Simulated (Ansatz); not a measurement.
The starting structures come from a database of crystals and need not be the phases stable at ambient conditions.

By LDA and PBEsol, the system below comes out a metal.

Data:

```yaml
crystal:
  lattice:
    - [2.88156, 0.00000, 0.00000]
    - [-1.44078, 2.49550, 0.00000]
    - [1.44078, 0.83183, 5.00210]
  atoms:
    - { symbol: Mo, position: [0.51422, 0.75711, 0.72867] }
    - { symbol: Mo, position: [0.48578, 0.24289, 0.27133] }
    - { symbol: N, position: [0.00000, 0.00000, 0.00000] }
```

Space group of this cell: R-3m. The cell is taken as given; by PBEsol its mean pressure is -7.0 GPa.

The current runs along the normal of the first two printed vectors, the (001) plane. All runs by Ansatz (an electronic-structure program), plane waves and PAW, without spin-orbit coupling; the base is PBEsol.

```tsv
run	mean pressure (GPa)	G/A, both spins (10¹⁵ S/m²)
base	-7.0	0.67
all lengths scaled by 0.98	14.4	0.71
all lengths scaled by 1.02	-22.9	(withheld)
lda in place of pbesol	-12.4	0.67
lengths across the current scaled by 0.98, ions clamped	6.6	0.71
lengths across the current scaled by 1.02, ions clamped	-18.0	0.65
lengths along the current scaled by 0.97, ions clamped	3.3	0.70
lengths along the current scaled by 1.03, ions clamped	-15.5	(withheld)
```

Q: Complete the blanks.

A: 
- all lengths scaled by 1.02, G/A, both spins (10¹⁵ S/m²): 0.63
- lengths along the current scaled by 1.03, ions clamped, G/A, both spins (10¹⁵ S/m²): 0.66
